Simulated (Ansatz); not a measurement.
The starting structures come from a database of crystals and need not be the phases stable at ambient conditions.

 Where the default PAW files enter, the runs use the earlier of Ansatz's two default sets.

```yaml
crystal:
  lattice:
    - [4.22147, 0.00000, 0.00000]
    - [0.00000, 6.81672, 0.00000]
    - [2.11074, 0.00000, 3.76558]
  atoms:
    - { symbol: Mg, position: [0.66667, 0.50169, 0.66667] }
    - { symbol: Mg, position: [0.33333, 0.00169, 0.33333] }
    - { symbol: Se, position: [0.66667, 0.12331, 0.66667] }
    - { symbol: Se, position: [0.33333, 0.62331, 0.33333] }
```

Space group of this cell: Cmc2_1. The cell is strained (lengths along the current scaled by 1.03, ions clamped); by r2SCAN its mean pressure is -1.3 GPa.

Transport runs along the normal of the first two printed cell vectors.

The gap is the functional's own. No spin-orbit coupling. Mid-gap values are interpolated on the energy grid.

Task: Give the band gap and the smallest decay constant κ at mid-gap that Ansatz (a first-principles code) with r2SCAN yields.

Result: Gap 3.19 eV on a 8×6×8 mesh; κ = 0.217 1/Å, at the zone centre.
